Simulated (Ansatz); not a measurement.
A computed series for BaZrO3: response to strain

Take BaZrO3 in the cubic perovskite structure (space group Pm-3m, No. 221; a = 4.1806 Å) as the base. Axes: x, y, z lie along the cube axes.

Strains are applied to the cell and any free atomic positions relax.

The values are results of PBEsol (Ansatz, a program for electronic structure, PAW, scalar-relativistic without spin-orbit coupling), not measurements.

Notes on the quantities. band gap: an upper bound: an edge found on the path is not a true extremum; the base alone; energy relative to the base: free energy F; pressure: mean of the normal stresses, compression positive.

| case | band gap | energy relative to the base | pressure |
|---|---|---|---|
| base | 3.17 eV | 0 meV/atom | -0.01 GPa |
| tensor shear ε_xy = +1.67 % | 3.03 eV | +4.3 meV/atom | 0.05 GPa |
| tensor shear ε_xy = +0.67 % | 3.12 eV | +0.7 meV/atom | 0.00 GPa |
| tensor shear ε_xy = +1.33 % | 3.06 eV | ? | 0.03 GPa |
| tensor shear ε_xy = +0.33 % | 3.15 eV | +0.1 meV/atom | 0.00 GPa |
| tensor shear ε_xy = +1.00 % | 3.09 eV | +1.5 meV/atom | 0.01 GPa |
| tensor shear ε_xy = +2.00 % | 3.00 eV | ? | 0.07 GPa |

Q: What belongs in the blanks?

A: 
- tensor shear ε_xy = +1.33 %, energy relative to the base: +2.7 meV/atom
- tensor shear ε_xy = +2.00 %, energy relative to the base: +6.2 meV/atom

Whether these cells are dynamically stable was not tested.
